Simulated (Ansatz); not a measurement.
Here is the system:

```xyz
4
Lattice="4.1244 0.0000 0.0412 -2.0622 3.5718 -0.0206 0.0671 0.0000 6.7082" Properties=species:S:1:pos:R:3 pbc="T T T"
Cd    -0.0076     2.3808     0.0013
Cd     2.0882     1.1910     3.3760
S      0.0328     2.3817     2.5277
S      2.1286     1.1901     5.9024
```

No spin polarisation.

All numbers come from PBEsol (Ansatz, a first-principles code; PAW; 420 eV plane waves; no SOC). k-mesh 9×9×5 (Γ-centred); smearing 0.05 eV (Fermi–Dirac).

Estimate the gap character.

Direct at Γ.

Estimate the pressure (mean of the normal stresses, compression positive).

0.0 kbar.

What is the computed valence-band top at Γ (three highest levels, from the VBM)?

0.00, -0.02, -0.08 eV.

The cells carry an imposed strain or load. Whether these cells are dynamically stable was not tested. The cell was made from CdS in the wurtzite structure (space group P6_3mc, No. 186) by this change: tensor shear ε_xz = +1.00 %.
